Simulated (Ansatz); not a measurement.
InAs, point defects

Start from an 8-atom supercell of InAs in the zinc blende structure (space group F-43m, No. 216; a = 6.1084 Å) at its relaxed geometry.

One neutral defect a cell, atoms relaxed at fixed cell.

All numbers come from Ansatz (a quantum-chemistry and plane-wave program) r2SCAN, without spin-orbit coupling, earlier PAW set.

```tsv
change	largest displacement of a host atom from its site in the perfect cell	pressure
perfect supercell	–	0.0 GPa
Li interstitial (started 2.65 Å from the nearest host atom), symmetric start	0.00 Å	3.7 GPa
As interstitial (started 2.49 Å from the nearest host atom)	?	?
In on a As site (antisite), symmetric start	0.08 Å	3.6 GPa
In interstitial (started 2.65 Å from the nearest host atom)	0.10 Å	10.2 GPa
```

**Question.** What belongs in the blanks?

**Answer.** 
- As interstitial (started 2.49 Å from the nearest host atom), largest displacement of a host atom from its site in the perfect cell: 1.49 Å
- As interstitial (started 2.49 Å from the nearest host atom), pressure: 5.2 GPa

In so small a cell the defect repeats every few ångströms: this is an ordered compound, not a dilute defect. A case with no gap was solved on a k-mesh chosen for an insulator, which is coarse for it. Defects with a symmetric start kept the site's symmetry and may sit on a saddle; the others started slightly shaken. The final runs are not spin-polarised.
